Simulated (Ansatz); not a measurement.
V$_{2}$O$_{5}$ (P2_1/m), PBEsol+D3BJ, rigid bands in Ansatz (a first-principles code): N_v = 2.80e20 cm⁻³ at 300 K and a hole conductivity mass of 2.36 mₑ along y (a = (6.21, 0.00, 0.00) Å; b = (0.00, 3.54, 0.00) Å; c = (-0.02, 0.00, 7.00) Å).

### Question
For 1e16 holes per cm³ at 300 K, place the Fermi level, estimate the Seebeck coefficient of a parabolic band with constant τ, and give mobility and conductivity for τ = 5 fs.

### Answer
The level lies k_BT ln(N_v/p) = 0.265 eV above the valence-band maximum. S ≈ +(k_B/e)[ln(N_v/p) + 5/2] = 1098 μV/K, against 1094 μV/K from the full bands (mean over directions). μ = eτ/m = 3.73 cm²/(V·s) and σ = peμ = 0.00597 S/cm. τ is assumed, not computed.

Band transport and this doping are assumed; polarons and phonon drag are left out. Spin-orbit coupling is left out; where it splits the top of the valence band, N_v and the p-type Seebeck coefficient come out somewhat high without it. Geometry: cell and atoms relaxed with PBEsol+D3(BJ).

Computed structure with no diffraction record at hand here (it may be known, metastable or hypothetical): V2O5 (P2_1/m). Treated as nonmagnetic, magnetic states not searched for: V2O5 (P2_1/m). PBEsol with a dispersion correction tends to overbind, so the cell can be several per cent short, in bad cases over ten, which usually narrows a gap: V2O5 (P2_1/m).
